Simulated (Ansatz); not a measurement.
## BaTiO3 under a change: x(Sr) = 0.5, 10 atoms, Fm-3m

Consider BaTiO$_{3}$ in the cubic perovskite structure (space group Pm-3m, No. 221; a = 3.9699 Å).

The other end (x = 1) is SrTiO₃ in the cubic perovskite structure (space group Pm-3m, No. 221): 11.78 Å³/atom, gap 1.85 eV.

The change: a fraction x = 0.5 of the Ba sites is given to Sr, ordered in a cell of 10 atoms (starting symmetry Fm-3m) and fully relaxed.

Level of theory: plane-wave PAW DFT at the PBEsol level (Ansatz, a program for electronic structure, 420 eV), spin-orbit coupling left out. Settings: 7×7×7 k-points, 0.05 eV Fermi–Dirac smearing, for the changed cell.

Volume per atom: 12.16 Å³ (base 12.51 Å³)
Shortest interatomic distance: 1.966 Å (base 1.985 Å)
Band gap: 1.83 eV (base 1.82 eV)
Gap character (in this cell's own zone, which can be folded): direct at Γ
Mixing energy: +6 meV/atom
Deviation of the volume from the linear (Vegard-type) interpolation: +0.1 %
Bowing parameter b of this ordering, from Eg = [1−x] Eg[0] + x Eg[1] − b x [1−x]: 0.0 eV

Final structure:

```
CELL_PARAMETERS angstrom
      0.00000     3.93224     3.93224
      3.93224     0.00000     3.93224
      3.93224     3.93224     0.00000
ATOMIC_POSITIONS crystal
  Sr 0.00000 0.00000 0.00000
  Ba 0.50000 0.50000 0.50000
  Ti 0.25000 0.25000 0.25000
  Ti 0.75000 0.75000 0.75000
  O  0.50000 0.00000 0.00000
  O  0.00000 0.50000 0.50000
  O  0.00000 0.00000 0.50000
  O  0.50000 0.50000 0.00000
  O  0.00000 0.50000 0.00000
  O  0.50000 0.00000 0.50000
```

Cost of the whole job for the changed cell (relaxation, final SCF and bands): around 29 core-seconds (rough).

Each cell is one ordered arrangement of few atoms, which overstates ordering effects compared with a random alloy. Stability against distortions was not tested. All final runs are without spin polarisation. Many cubic perovskites are stable only at high temperature; tilts and polar distortions were not tested. This is not the structure that BaTiO3 has at room temperature and ambient pressure. Labels are those of the standard path for the cell's own space group.
